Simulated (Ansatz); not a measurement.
The starting structures come from a database of crystals and need not be the phases stable at ambient conditions.

 Where the default PAW files enter, the runs use the earlier of Ansatz's two default sets.

Consider the following.

```
CdIn2Se4
1.0
    5.83927     0.00000     0.00000
    2.91963     6.66757     0.00000
    0.00000     2.55693     5.24968
Cd In Se
1 2 4
Cartesian
  2.91963   1.27847   2.62484
  5.83927   3.97302   1.31242
  2.91963   5.25149   3.93726
  7.43917   5.97989   1.80290
  1.31973   1.84347   0.57006
  4.23937   7.38103   4.67962
  4.51954   3.24462   3.44678
```

Space group of this cell: I-42m. The cell is taken as given; by PBEsol its mean pressure is -0.9 GPa.

Transport runs along the normal of the first two printed cell vectors, the (101) plane of the conventional cell.

The gap is the functional's own. No spin-orbit coupling. Mid-gap values are interpolated on the energy grid.

Problem. Estimate the band gap and the smallest decay constant κ at mid-gap that PBEsol in Ansatz (a first-principles code) returns for this system.

Solution. Gap 0.72 eV on a 6×6×6 mesh; κ = 0.068 1/Å, at the zone centre.
